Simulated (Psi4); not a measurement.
Psi4 1.11, PBE0/def2-svpd: Au(Cl) ([Cl][Au]), 2 atoms. The geometry is a generated start, not checked to be a minimum at this level.

* **task**: energy
* **method**: pbe0
* **basis**: def2-svpd
* **memory**: 3 GB
* **maxiter**: 100
* **keys of the molecule block**: symmetry c1
* **scf_type**: df (default)
* **e_convergence**: 1e-06 (default)
* **d_convergence**: 1e-06 (default)
* **dft_radial_points**: 75 (default)
* **dft_spherical_points**: 302 (default)
* **effective core potentials**: those of the basis set, past Kr
* **basis functions**: 62
* **grid points**: 42940

```xyz
2

Au    -0.6618    -0.6314    -0.6431
Cl     0.6618     0.6314     0.6431
```

Charge 0 and multiplicity 1 are set for this test and not shown to be the ground state.

With the defaults (diis = true, scf_initial_accelerator = adiis, damping_percentage = 0, guess = auto, which took SAD, soscf = false, diis_max_vecs = 10) it converges in 9 SCF iterations. One run each on 2 threads, with these changes:
- guess = modhuckel
- damping_percentage = 20
- guess = huckel
- soscf = true
- guess = sadno
- diis_max_vecs = 3
- diis_max_vecs = 20
- guess = sap
- diis = false, scf_initial_accelerator = none, damping_percentage = 60

### Question
Which runs fail or end elsewhere than the default run?

### Answer
No convergence: diis = false, scf_initial_accelerator = none, damping_percentage = 60 (the run ends without SCF convergence in 100 iterations). The rest reach the solution of the defaults.

| setting | SCF iterations | JK calls | end |
|---|---|---|---|
| soscf = true | 6 | 17 | same solution |
| the defaults | 9 | 10 | same solution |
| guess = huckel | 9 | 24 | same solution |
| diis_max_vecs = 20 | 9 | 10 | same solution |
| guess = sadno | 10 | 10 | same solution |
| diis_max_vecs = 3 | 11 | 12 | same solution |
| guess = modhuckel | 11 | 26 | same solution |
| guess = sap | 13 | 13 | same solution |
| damping_percentage = 20 | 16 | 17 | same solution |
| diis = false, scf_initial_accelerator = none, damping_percentage = 60 | 100 | 101 | no convergence |

An SOSCF iteration holds several JK calls; a Hückel guess adds calls on atoms.
